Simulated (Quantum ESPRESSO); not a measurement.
A self-consistent single point of CsCaH3 (P4mm, 5 atoms in the cell) with Quantum ESPRESSO.

Method of the run: LDA (PZ), GBRV 1.5 ultrasoft (LDA) pseudopotentials (plane waves; Quantum ESPRESSO).

The change in words: 1 x 1 x 1 supercell, one Ca atom moved by 0.02 angstrom along z; occupations: fixed → smearing; nbnd: 15 → default; smearing: default → fermi-dirac; degauss: default → 0.0036749 Ry. Reference geometry:
```
CELL_PARAMETERS angstrom
      4.59808     0.00000     0.00000
      0.00000     4.59808     0.00000
      0.00000     0.00000     4.59808
ATOMIC_POSITIONS crystal
  Cs 0.00000 0.00000 0.00000
  Ca 0.50000 0.50000 0.50000
  H  0.50000 0.00000 0.50000
  H  0.00000 0.50000 0.50000
  H  0.50000 0.50000 0.00000
```

Reference input (self-consistent single point, DFT, LDA (PZ), plane waves, GBRV 1.5 ultrasoft (LDA) pseudopotentials): ecutwfc = 40 Ry; ecutrho = 200 Ry; occupations = fixed; potentials = {Cs: cs_lda_v1.uspp.F.UPF, Ca: ca_lda_v1.uspp.F.UPF, H: h_lda_v1.4.uspp.F.UPF}; K_POINTS = automatic 3 3 3 0 0 0; nbnd = 15; conv_thr = 1e-10 Ry; mixing_beta = 0.7. This run's input differs from it in these lines:

```diff
@@ -14,4 +14,5 @@
   ecutrho = 200
-  occupations = 'fixed'
-  nbnd = 15
+  occupations = 'smearing'
+  smearing = 'fermi-dirac'
+  degauss = 0.0036749
 /
@@ -31,3 +32,3 @@
 Cs    0.00000000    0.00000000    0.00000000
-Ca    0.50000000    0.50000000    0.50000000
+Ca    0.50000000    0.50000000    0.50435000
 H     0.50000000    0.00000000    0.50000000
```

Log, with long lists cut:

```
     Self-consistent Calculation

     iteration #  1     ecut=    40.00 Ry     beta= 0.70

     total energy              =    -141.48545379 Ry
     estimated scf accuracy    <       0.30032933 Ry

     iteration #  2     ecut=    40.00 Ry     beta= 0.70

     total energy              =    -141.54667630 Ry
     estimated scf accuracy    <       0.00727239 Ry

     iteration #  3     ecut=    40.00 Ry     beta= 0.70

     total energy              =    -141.54796879 Ry
     estimated scf accuracy    <       0.00035601 Ry

   [... 3 blocks of this kind left out ...]

     iteration #  7     ecut=    40.00 Ry     beta= 0.70

     total energy              =    -141.54808524 Ry
     estimated scf accuracy    <       0.00000003 Ry

     iteration #  8     ecut=    40.00 Ry     beta= 0.70
     End of self-consistent calculation

     the Fermi energy is     4.0317 ev

!    total energy              =    -141.54808525 Ry
     estimated scf accuracy    <          8.7E-11 Ry
     smearing contrib. (-TS)   =      -0.00000000 Ry
     internal energy E=F+TS    =    -141.54808525 Ry

     convergence has been achieved in   8 iterations

     Forces acting on atoms (cartesian axes, Ry/au):

     atom    1 type  1   force =     0.00000000    0.00000000    0.00064747
     atom    2 type  2   force =     0.00000000    0.00000000   -0.00340545
     atom    3 type  3   force =     0.00000000    0.00000000    0.00035540
     atom    4 type  3   force =     0.00000000    0.00000000    0.00035540
     atom    5 type  3   force =     0.00000000    0.00000000    0.00204719

     Total force =     0.004057     Total SCF correction =     0.000012

          total   stress  (Ry/bohr**3)                   (kbar)     P=      -21.66
  -0.00014743   0.00000000   0.00000000          -21.69        0.00        0.00
   0.00000000  -0.00014743   0.00000000            0.00      -21.69        0.00
   0.00000000   0.00000000  -0.00014677            0.00        0.00      -21.59

   JOB DONE.
```

The run converged in 8 iterations. Against the reference run the free energy hardly moves (within 1 meV/atom), the pressure stays at -2.17 GPa, the largest force goes from 0.000 to 0.088 eV/Å and the gap on the mesh stays at 3.697 eV.

The starting cell comes from a database of computed structures (which also holds hypothetical and non-ambient phases and stackings), without a prior relaxation at this level. Its lattice was rescaled by up to half a per cent. For this run, on top of that: 1 x 1 x 1 supercell, one Ca atom moved by 0.02 angstrom along z.
